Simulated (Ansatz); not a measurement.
Band structure of Ta2InC (P6_3/mmc, 8 atoms in the cell).

```
Ta2InC
1.0
    3.16751     0.00000     0.00000
   -1.58376     2.74314     0.00000
    0.00000     0.00000    14.53348
Ta In C
4 2 2
Cartesian
  1.58376   0.91438   8.47258
  0.00000   1.82876   6.06090
  0.00000   1.82876   1.20584
  1.58376   0.91438  13.32764
  1.58376   0.91438   3.63337
  0.00000   1.82876  10.90011
  0.00000   0.00000   7.26674
  0.00000   0.00000   0.00000
```

Computed with LDA (PW92), PAW files made with PBE (plane waves; Ansatz, a first-principles code).

Settings: basis.ecutwfc = 420 eV; kpoints.mp_grid.grid = 7 7 2; hamiltonian.xc = lda; hamiltonian.pseudopotentials = {kind: paw} (the program's default PAW files); scf.occupations.method = gaussian; scf.occupations.width = 0.1 eV; kpoints.band_path.npoints = 8.

The starting cell comes from a database of computed structures (which also holds hypothetical and non-ambient phases and stackings), without a prior relaxation at this level. Spin-orbit coupling is off. Spin polarisation is off.

Levels in eV from the Fermi level, bands 41 to 48:
```json
[
 {"point": "Γ", "41": "-0.49", "42": "-0.49", "43": "-0.48", "44": "-0.48", "45": "1.13", "46": "1.13", "47": "1.26", "48": "1.26"},
 {"point": "M", "41": "-1.97", "42": "-1.97", "43": "0.87", "44": "1.65", "45": "1.76", "46": "2.10", "47": "2.30", "48": "2.37"},
 {"point": "K", "41": "-1.86", "42": "-1.86", "43": "-1.52", "44": "-0.03", "45": "0.44", "46": "0.44", "47": "1.46", "48": "1.46"},
 {"point": "A", "41": "-0.48", "42": "-0.48", "43": "-0.48", "44": "-0.48", "45": "1.19", "46": "1.19", "47": "1.19", "48": "1.19"},
 {"point": "L", "41": "-1.97", "42": "-1.97", "43": "1.35", "44": "1.35", "45": "1.91", "46": "1.91", "47": "2.15", "48": "2.15"},
 {"point": "H", "41": "-1.77", "42": "-1.77", "43": "-0.80", "44": "-0.80", "45": "0.38", "46": "0.38", "47": "1.74", "48": "1.74"}
]
```

Bands cross the Fermi level along this path, so the cell is metallic at this level.

Keys are those of Ansatz 0.2.
